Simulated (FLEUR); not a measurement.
```yaml
crystal:
  lattice:
    - [-2.00280, 2.00280, 2.83919]
    - [2.00280, -2.00280, 2.83919]
    - [2.00280, 2.00280, -2.83919]
  atoms:
    - { symbol: V, position: [0.50000, 0.50000, 0.00000], spin: 2.0 }
    - { symbol: Fe, position: [0.75000, 0.25000, 0.50000], spin: 4.0 }
    - { symbol: Fe, position: [0.25000, 0.75000, 0.50000], spin: 4.0 }
    - { symbol: Fe, position: [0.00000, 0.00000, 0.00000], spin: 4.0 }
```
(The spins are starting values, not results.)

Method: PBEsol, all-electron FLAPW (FLEUR), scalar-relativistic valence.

The set-up and first iterations of a FLEUR log for VFe₃ (I4/mmm, 4 atoms in the cell):

```
      Welcome to FLEUR        (www.flapw.de)
      MaX-Release 8.1          (www.max-centre.eu)

 ========== k-point set info ==========
 Selected k-point list: default-1
 k-point list type: mesh
 6 x 6 x 6
 Number of k points: 30

 ------------Calculation Setup---------------------------
           1           2           3           5           6          10          15          30
 Number of basis functions:          298
 Iteration:     1   Distance:      46.35781609 me/bohr^3
 Iteration:     2   Distance:      43.86198934 me/bohr^3
 Iteration:     3   Distance:      23.91888582 me/bohr^3
 Iteration:     4   Distance:      25.61200337 me/bohr^3
 Iteration:     5   Distance:      35.12989829 me/bohr^3
```

### Question
How does the run end?

### Answer
The run converged in 35 iterations. Its thresholds were met; that alone does not show that basis and mesh suffice. It ends on: total energy -129614.9482 eV; Fermi level (on the code's own zero) 11.59 eV; size of the cell's spin moment 4.91 μB; site moments (μB, in the program's spheres or projections) V -0.66, Fe 1.70, Fe 1.70, Fe 2.42. The log goes on:

```
   [... 26 lines left out ...]
 Iteration:    32   Distance:       0.00005761 me/bohr^3
 Iteration:    33   Distance:       0.00004206 me/bohr^3
 Iteration:    34   Distance:       0.00001293 me/bohr^3
 Iteration:    35   Distance:       0.00000783 me/bohr^3
 Run finished successfully
 Stop message:
   Structural relaxation: Done

[file out, last iteration]
             iter=     36
[...]
          total density-effective poten   -7.5745570313E+03
          total charge density-energy d   -2.0868489593E+02
 Updated energy parameters for spin:           1
 Updated energy parameters for spin:           2
[...]
 fermi energy and band-weighting factors:

[...]
FERMIE:
          first approx. to ef    (T=0)  :   0.424790 htr   (energy of the highest occ. eigenvalue)
          number of occ. states  (T=0)  :       1828
          first approx. to seigv (T=0)  : -43.968027 htr
          sum of weights of occ. states :  61.027778
          sum of semicore charge        :   0.000000 e
          fermi energy=   0.42590 har   work function= -11.58934 ev
          number of valence electrons=  61.00000
     band-weighting factor for spin=    1
     k-point=    1
     k-point=    2
     k-point=    3
     k-point=    4
   [... lines left out ...]
          total moment                 =     4.91234
 Direct bandgap for spin            1 :    1.9823346793225394E-002  Htr
 Direct bandgap for spin            2 :    1.0726413578881377E-002  Htr
   [... lines left out ...]
          total charge for spin  1=   32.956171
          interst. charge =       2.845164
          mt charge=              5.238503    8.181589    8.509327
          total charge for spin  2=   28.043829
          interst. charge =       3.079917
          mt charge=              5.902906    6.485050    6.090906
          total charge  =   61.000000
               n    l     j    energy       weight
          atom type    1  (spin 1)
          0.00000000  electrons lost from core.
```

For comparison: a first run was changed to give this one (lattice scaled by 0.98), and from it to this one the total energy drops by 46.4 meV/atom and the size of the net moment goes from 1.27 to 1.23 μB/atom.

The starting cell comes from a database of computed structures (which also holds hypothetical and non-ambient phases and stackings), without a prior relaxation at this level. For this run, on top of that: lattice scaled by 0.98. The magnetic order is the one reached from the typed start; others were not searched systematically. Values depend on the basis (sphere radii, cutoffs, local orbitals), which need not be converged. The log's line on a gap gives a spacing of levels on this mesh, which the program prints for metals too.

FLEUR gives forces in its relaxation mode, with a further iteration, so its stop message speaks of a relaxation.

The run was DFT, PBEsol, all-electron FLAPW (FLEUR), scalar-relativistic valence. Main settings of its input:

```
setting                        value
--------------------  --------------
Kmax                      3.7 1/bohr
GmaxXC                   14.8 1/bohr
xcFunctional                    PBEs
jspins                             2
l_soc                              F
mode                           gauss
fermiSmearingEnergy   0.00999582 Htr
mesh (inpgen div1-3)           6 6 6
inpgen gamma flag               true
Gmax                     14.8 1/bohr
numbands                           0
maxIterBroyd                      25
```
